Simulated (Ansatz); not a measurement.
# CoSn2 (I4/mcm, No. 140, 6 atoms in the cell; start mp-20155)

Level of theory: r²SCAN (PAW; Ansatz, a quantum-chemistry and plane-wave program).

Settings: plane-wave cutoff 560 eV, 14×14×14 k mesh, Fermi–Dirac smearing 0.05 eV, no spin polarisation, scalar-relativistic PAW data made under PBE.

Cell (relaxed at this level):

```
CELL_PARAMETERS angstrom
     -3.15411     3.15411     2.71634
      3.15411    -3.15411     2.71634
      3.15411     3.15411    -2.71634
ATOMIC_POSITIONS crystal
  Co 0.25000 0.25000 0.00000
  Co 0.75000 0.75000 0.00000
  Sn 0.16689 0.33311 0.50000
  Sn 0.83311 0.66689 0.50000
  Sn 0.33311 0.83311 0.16622
  Sn 0.66689 0.16689 0.83378
```

```yaml
bulk modulus B0: 116 GPa
```

Note: the run has no spin polarisation, so it can have missed a magnetic state; the bulk modulus is −V dP/dV from two relaxed cells at ±2 % in volume; the relaxation could not lower the start's symmetry, so the cell can be a saddle point above a distorted one.

Spin–orbit coupling is not included.

Static lattice: no zero-point or thermal effects.

A start named mp-… is a Materials Project structure, which need not be a measured phase.
